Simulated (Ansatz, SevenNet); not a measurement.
For L1₀ (CuAu-type) CuAu, the machine-learned potential SevenNet-0 (trained on PBE and PBE+U data) gives:

```
Item                            Value
---------------------  --------------
lattice parameter a           2.868 Å
lattice parameter c           3.651 Å
enthalpy of formation  -0.045 eV/atom
```

Question: What does r²SCAN+rVV10 in Ansatz (PAW) give for the same quantities?

Answer: 
- lattice constant a: 2.833 Å (falls by 1.2 %)
- lattice parameter c: 3.563 Å (decreases by 2.4 %)
- formation enthalpy: -0.053 eV/atom (moves by -0.008 eV/atom)

For comparison: lattice constant a 2.8 Å (measured, temperature not stated, no zero-point or thermal correction; as tabulated in Nepal et al. (2019), arXiv:1905.09348); lattice parameter c 3.67 Å (measured, temperature not stated, no zero-point or thermal correction; as tabulated in Mehl et al. (2016), arXiv:1607.02532); formation enthalpy -0.093 eV/atom (measured, 320 K, not corrected to a static lattice; as tabulated in Nepal et al. (2019), arXiv:1905.09348).

Changes are worked out from the printed values.

Unless a cell is named, each level is at its own relaxed cell (SevenNet-0 15.01, r²SCAN+rVV10 14.30 Å³/atom).

Levels without +SOC leave out spin–orbit coupling, which shifts energies and cells of such heavy elements.

Ansatz's density-functional and Hartree–Fock values are scalar-relativistic unless marked +SOC, with PAW data made under PBE.

Ansatz is a quantum-chemistry and plane-wave program.
